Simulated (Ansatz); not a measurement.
Consider the following.

End structure of a constructed model of the (0001) surface of hcp Ru (in the relaxation 3 Ru–Ru bonds formed), (√3x√3)R30°, one Ru adatom (bottom of the slab: a bare face, its two planes held):

```yaml
crystal:
  lattice:
    - [4.08210, 2.35680, 0.00000]
    - [-4.08210, 2.35680, 0.00000]
    - [0.00000, 0.00000, 29.50000]
  atoms:
    - { symbol: Ru, position: [0.33333, 0.00000, 0.27398] }
    - { symbol: Ru, position: [0.66667, 0.66667, 0.27398] }
    - { symbol: Ru, position: [0.00000, 0.33333, 0.27398] }
    - { symbol: Ru, position: [0.33333, 0.33333, 0.34674] }
    - { symbol: Ru, position: [0.66667, 0.00000, 0.34674] }
    - { symbol: Ru, position: [0.00000, 0.66667, 0.34674] }
    - { symbol: Ru, position: [0.33333, 0.00000, 0.41873] }
    - { symbol: Ru, position: [0.66667, 0.66667, 0.41920] }
    - { symbol: Ru, position: [0.00000, 0.33333, 0.41920] }
    - { symbol: Ru, position: [0.33333, 0.33334, 0.49240] }
    - { symbol: Ru, position: [0.66667, 0.00000, 0.49240] }
    - { symbol: Ru, position: [0.99999, 0.66666, 0.49240] }
    - { symbol: Ru, position: [0.33333, 0.00000, 0.56659] }
    - { symbol: Ru, position: [0.66667, 0.66667, 0.56455] }
    - { symbol: Ru, position: [0.00000, 0.33333, 0.56455] }
    - { symbol: Ru, position: [0.33333, 0.36801, 0.63750] }
    - { symbol: Ru, position: [0.70135, 0.00000, 0.63750] }
    - { symbol: Ru, position: [0.96532, 0.63199, 0.63750] }
    - { symbol: Ru, position: [0.33333, 0.00000, 0.69305] }
```

Slab: 19 atoms, 13.3 Å thick at the start with caps and adatoms (thin: gaps and levels are the slab's own); k 9x9x1, smearing 0.1 eV, dipole-corrected; 6 atoms held, the rest relaxed; held to the start's symmetry, so lower structures may exist; no spin, no spin-orbit, no U. In PBE it lies 0.22 eV a 1x1 cell over the lowest computed structure of the same composition (one added row of Ru in 3).

Problem. What work function of the top face does PBE (Ansatz, a program for electronic structure) give?

Solution. 3.62 eV
